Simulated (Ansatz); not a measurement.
Take Si in the diamond structure (space group Fd-3m, No. 227; a = 5.402 Å) as the base. Axes: x, y, z lie along the cube axes.

Level of theory: LDA (Ansatz, a program for electronic structure; PAW; 420 eV plane waves; no spin-orbit coupling).

Base values:

```
Quantity                            Result
---------------------  -------------------
Smallest direct gap                2.53 eV
Valence-band top at Γ  0.00, 0.00, 0.00 eV
Pressure                         -0.01 GPa
```

Perturbation: biaxial strain −2.00 %, plane normal [001], relaxed out of plane (Cartesian); in-plane vectors clamped, the third vector and the atoms free.

Task: How does this affect the smallest direct gap, valence-band top at Γ, ratio −ε⊥/ε∥ and pressure?

Result: The smallest direct gap falls by 0.115 eV (2.53 eV → 2.42 eV); the valence-band top at Γ (three highest levels, from the VBM) becomes 0.00, 0.00, -0.27 eV (base: 0.00, 0.00, 0.00 eV); the ratio −ε⊥/ε∥ amounts to 0.79; the pressure (mean of the normal stresses, compression positive) rises by 2.46 GPa (-0.01 GPa → 2.45 GPa).

Gaps are Kohn–Sham eigenvalue differences; semilocal functionals usually give less than the measured gap. No phonon test of stability was made. A zero or small gap of Si under biaxial strain −2.00 %, plane normal [001], relaxed out of plane can be the functional's error rather than a property of the material.
